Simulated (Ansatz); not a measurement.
Defect: interstitial N in monoclinic ZrO2, charge state -1. These are PBE, PAW (plane waves to 420 eV; Ansatz, a first-principles code) values and carry that method's errors.

96-site cell at the relaxed PBE lattice, the Γ point alone, smearing 0.01 eV, spin-restricted, no finite-size correction. Static, classical nuclei. The charge state is imposed; whether it is stable for some Fermi level was not computed. Sites that were not tried may lie lower.

Barriers: single points on a 2×2×2 k-point mesh shifted by half a step at the bands' geometries.

Relaxed starting cell (atoms counted from 1):

```xyz
97
Lattice="10.3787 0.0000 0.0000 0.0000 10.4835 0.0000 -1.8071 0.0000 10.6048" Properties=species:S:1:pos:R:3 pbc="T T T"
Zr     0.8068     2.4021     3.7528
Zr    -0.1148     2.3813     9.0782
Zr     0.8104     7.5961     3.7762
Zr    -0.1150     7.6524     9.0545
Zr     5.9954     2.3771     3.7513
Zr     5.0903     2.3992     9.0512
Zr     5.9883     7.6339     3.7639
Zr     5.0804     7.6297     9.0668
Zr     3.4977     2.8283     1.5386
Zr     2.5970     2.8478     6.8438
Zr     3.5151     8.1039     1.5311
Zr     2.6046     8.0958     6.8360
Zr     8.7146     2.8699     1.5184
Zr     7.7821     2.8290     6.8394
Zr     8.6878     8.0607     1.5725
Zr     7.7962     8.1132     6.8226
Zr     3.0646     5.0023     4.1893
Zr     2.1382     5.0102     9.4965
Zr     3.0554    10.2496     4.1888
Zr     2.1657    10.2611     9.4899
Zr     8.2414     5.0035     4.1958
Zr     7.3411     5.0254     9.4819
Zr     8.2569    10.2370     4.1525
Zr     7.3511    10.2030     9.5679
Zr     1.2019     0.2017     1.1053
Zr     0.3453     0.2244     6.4023
Zr     1.2526     5.4760     1.1246
Zr     0.3363     5.4648     6.4281
Zr     6.4711     0.2285     1.1033
Zr     5.5523     0.2289     6.4230
Zr     6.4346     5.4640     1.1040
Zr     5.5386     5.4719     6.4121
O     -0.4028     0.8954     4.4606
O     -1.3642     0.9352     9.8379
O     -0.4294     6.1394     4.5505
O     -1.3390     6.1954     9.8254
O      4.7773     0.9043     4.5114
O      3.8543     0.9206     9.8061
O      4.7656     6.1455     4.5083
O      3.8430     6.1553     9.8104
O      4.7176     4.3211     0.7947
O      3.8280     4.3215     6.0970
O      4.7446     9.5853     0.8071
O      3.8312     9.5693     6.1032
O      9.9076     4.3493     0.7667
O      9.0073     4.3130     6.1026
O      9.4231    10.1583     1.2155
O      9.0300     9.5675     6.0356
O      4.2827     3.5200     3.4466
O      3.3629     3.5380     8.7443
O      4.2727     8.7671     3.4528
O      3.3683     8.7668     8.7446
O      9.4580     3.5366     3.4527
O      8.5617     3.5381     8.7419
O      9.4609     8.7087     3.4715
O      8.6269     8.8434     8.5962
O      0.1364     1.8797     1.8227
O     -0.8765     1.6949     7.1578
O     -0.0094     6.8097     1.9625
O     -0.8854     6.9305     7.1595
O      5.2197     1.7013     1.8544
O      4.3046     1.7025     7.1540
O      5.2186     6.9511     1.8556
O      4.3105     6.9396     7.1583
O      1.4740     3.8931     5.1755
O      0.5593     3.8842    10.4720
O      1.4785     9.1285     5.1693
O      0.6316     9.1332    10.4497
O      6.6547     3.8831     5.1662
O      5.7457     3.9418    10.4526
O      6.6583     9.1367     5.1806
O      5.7017     9.1356    10.4767
O      2.8163     1.3317     0.1375
O      1.9316     1.3386     5.4433
O      2.8291     6.5850     0.1432
O      1.9339     6.5766     5.4410
O      7.9636     1.4395     0.0836
O      7.1399     1.3335     5.4097
O      8.0061     6.5908     0.1217
O      7.1170     6.5778     5.4234
O      2.4024     1.2658     2.8005
O      1.4719     1.2803     8.0925
O      2.4073     6.5212     2.7910
O      1.4689     6.5212     8.0921
O      7.5882     1.2785     2.7596
O      6.6712     1.2768     8.0515
O      7.5639     6.4977     2.7815
O      6.6716     6.5223     8.0782
O      1.9442     3.9823     2.5292
O      1.0073     3.9613     7.8290
O      1.9206     9.1984     2.5277
O      1.0286     9.2164     7.7985
O      7.1119     3.9604     2.5088
O      6.2053     3.9694     7.8126
O      7.0695     9.1953     2.5545
O      6.2002     9.1953     7.8359
N     -0.1767     9.1039     0.5164
```
Cell charge -1.

End state 1 differs by these moves (Å; atoms that move under 0.08 Å are left out):

| atom | element | Δx | Δy | Δz |
|---|---|---|---|---|
| 3 | Zr | -0.03 | 0.03 | -0.10 |
| 24 | Zr | -0.02 | 0.06 | -0.06 |
| 35 | O | -0.05 | 0.09 | 0.13 |
| 36 | O | 0.05 | -0.16 | -0.10 |
| 45 | O | 0.04 | -0.12 | -0.07 |
| 47 | O | 0.39 | -0.41 | -0.37 |
| 56 | O | -0.10 | -0.10 | 0.21 |
| 57 | O | -0.09 | -0.13 | 0.04 |
| 59 | O | -0.27 | -0.47 | 0.27 |
| 68 | O | -0.09 | 0.01 | 0.05 |
| 77 | O | 0.04 | -0.08 | 0.04 |
| 91 | O | 0.04 | 0.10 | 0.03 |
| 97 | N | 0.57 | -1.66 | 0.98 |

**Question.** Give the forward and backward barriers to end state 1 at the level PBE, PAW.

**Answer.** forward 1.40 eV, backward 1.39 eV; at the saddle point atom 97 has neighbours O at 1.75, O at 2.06; Zr at 2.00 Å. The program found a first-order saddle point.
